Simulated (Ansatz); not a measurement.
System: interstitial Li in amorphous Si20P2O45 (a melt-quenched model of 67 atoms) (charge state +1). These are PBE, PAW (plane waves to 420 eV; Ansatz, a program for electronic structure) values and carry that method's errors.

Cell of 67 host sites held at the glass model's own volume; the Γ point alone; Fermi-Dirac width 0.01 eV, spin-restricted; finite-size errors left in. No zero-point or tunnelling terms. This is one neighbourhood of one small, fast-quenched model, and the added charge may sit on a native defect of the glass. The charge state is imposed; whether it is stable for some Fermi level was not computed. Sites that were not tried may lie lower.

Barriers: single points on a 2×2×2 k-point mesh shifted by half a step at the bands' geometries.

Relaxed starting cell (atoms counted from 1):

```
LiO45P2Si20
1.0
    9.88015     0.00000     0.00000
    0.00000     9.88015     0.00000
    0.00000     0.00000     9.88015
Si P O Li
20 2 45 1
Direct
  0.68947   0.73545   0.52320
  0.64256   0.26749   0.95403
  0.95242   0.26830   0.24592
  0.32458   0.10235   0.69562
  0.48355   0.98562   0.91965
  0.16639   0.65061   0.57581
  0.72391   0.34377   0.74317
  0.12777   0.25978   0.85523
  0.66558   0.34317   0.27351
  0.30369   0.95460   0.18760
  0.52686   0.26617   0.53012
  0.44640   0.55688   0.60486
  0.63785   0.65439   0.23811
  0.03146   0.10645   0.64061
  0.98688   0.40406   0.63303
  0.96524   0.85772   0.47595
  0.10635   0.46759   0.06710
  0.33320   0.66741   0.13098
  0.71744   0.78915   0.83161
  0.84916   0.66867   0.99523
  0.28291   0.61789   0.84900
  0.02666   0.03874   0.22816
  0.43686   0.39807   0.57310
  0.28719   0.79328   0.22315
  0.59147   0.38373   0.84105
  0.28180   0.22190   0.80223
  0.18978   0.06624   0.60158
  0.10986   0.78667   0.50499
  0.86388   0.82007   0.91544
  0.38698   0.96668   0.04799
  0.34073   0.04922   0.30599
  0.11497   0.30299   0.01309
  0.07057   0.16354   0.32267
  0.31570   0.71896   0.96491
  0.83168   0.44721   0.67069
  0.17926   0.68012   0.74455
  0.62667   0.76168   0.36862
  0.99065   0.25096   0.56533
  0.66676   0.25488   0.61501
  0.13650   0.98673   0.13422
  0.49485   0.64321   0.15395
  0.65023   0.31333   0.11154
  0.72931   0.62655   0.88051
  0.03497   0.12772   0.80474
  0.55341   0.26730   0.36764
  0.98726   0.57759   0.00725
  0.39227   0.97945   0.77986
  0.69358   0.82090   0.66853
  0.91812   0.12315   0.14900
  0.96791   0.92265   0.31731
  0.42570   0.14350   0.57132
  0.93876   0.98473   0.57838
  0.66065   0.50405   0.30304
  0.32109   0.62788   0.52323
  0.01203   0.41122   0.20343
  0.85229   0.73972   0.48560
  0.22863   0.54254   0.15908
  0.81282   0.28769   0.32688
  0.78957   0.25216   0.86977
  0.41592   0.59241   0.76742
  0.23200   0.49178   0.91739
  0.76956   0.68653   0.14204
  0.59898   0.60454   0.57162
  0.06859   0.38829   0.77140
  0.55547   0.13149   0.93815
  0.59563   0.86691   0.90980
  0.06516   0.52258   0.54692
  0.26081   0.14332   0.42746
```
Cell charge +1.

End state 1 differs by these moves (Å; atoms that move under 0.08 Å are left out):

```tsv
atom	element	Δx	Δy	Δz
2	Si	-0.02	-0.06	0.05
4	Si	0.06	-0.07	0.00
7	Si	0.12	0.07	0.16
8	Si	0.12	-0.02	-0.06
9	Si	-0.06	-0.05	0.04
10	Si	-0.10	0.01	-0.03
11	Si	0.09	0.05	0.18
14	Si	0.09	0.04	-0.09
15	Si	0.12	0.00	-0.03
23	O	0.01	-0.01	0.09
24	O	-0.09	0.01	-0.03
25	O	0.05	0.00	0.09
26	O	0.13	-0.12	0.08
27	O	0.09	0.02	-0.02
29	O	-0.05	-0.01	0.09
31	O	-0.13	-0.03	0.02
32	O	-0.01	0.02	-0.09
35	O	0.20	0.03	0.23
39	O	0.14	0.18	0.08
40	O	-0.05	0.04	-0.05
41	O	-0.04	0.07	0.02
42	O	-0.15	-0.15	0.08
44	O	0.04	0.06	-0.08
45	O	0.06	-0.13	0.15
47	O	-0.02	-0.13	-0.01
51	O	0.26	-0.10	0.15
52	O	0.07	0.03	-0.05
53	O	-0.19	-0.06	0.03
59	O	0.04	0.02	0.15
62	O	-0.02	-0.12	0.05
63	O	0.05	-0.05	0.05
64	O	0.38	-0.04	-0.23
65	O	0.04	-0.07	-0.09
66	O	-0.04	-0.08	0.05
67	O	-0.01	0.05	-0.07
68	Li	2.10	-0.75	-0.30
```

Estimate the forward and backward barriers to end state 1 that PBE, PAW returns for this input.

forward 0.30 eV, backward 0.093 eV; at the saddle point atom 68 has neighbours O at 1.65, O at 1.94, O at 1.99 Å. The saddle point's order was not checked.
